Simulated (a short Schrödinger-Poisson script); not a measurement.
Stack: symmetric double-gate stack, SiO2 on p-type Si(111), at 300 K.

```csv
layer,material,thickness (nm),Na (cm⁻³)
1,SiO2,3.1,-
2,Si,8,2e17
3,SiO2,3.1,-
```

The device is made up for the run: typed textbook-type constants, with dimensions and the other settings drawn at random. SiO2: permittivity 3.9, conduction-band edge (eV) 3.15, gap (eV) 9, electron mass (mₑ) 0.5. Si: permittivity 11.7, conduction-band edge (eV) 0, gap (eV) 1.124, Nv at 300 K (cm⁻³) 3.1e19.

Channel valleys (confinement mass, in-plane density-of-states mass, number): Δ6 0.258, 0.358, 6. At the gates, both at one voltage, the conduction-band edge of layer 1 lies 3.7 eV − eVg above the Fermi level of the channel. Gaps are held at their typed values at every temperature. Mesh 0.03 nm at interfaces.

From a short Schrödinger-Poisson script (our own, NumPy): 1D Poisson equation in equilibrium, electrons quantum, Hartree (BenDaniel-Duke, 12 states a valley, the channel's in-plane mass for all, wave functions ending at the dielectric), parabolic valleys, classical holes, full ionisation, no traps, pinning or gate leakage.

Problem. List the lowest subbands of each valley and their electrons at Vg = 2 V.

Solution. 
```tsv
valley	subband	energy from the Fermi level (meV)	electrons (cm⁻²)	share (%)
Δ6	0	9.7	1.21e13	73.2
Δ6	1	40.5	4.39e12	26.5
Δ6	2	158.1	5.11e10	0.3
```

All electrons: 1.66e13 cm⁻².
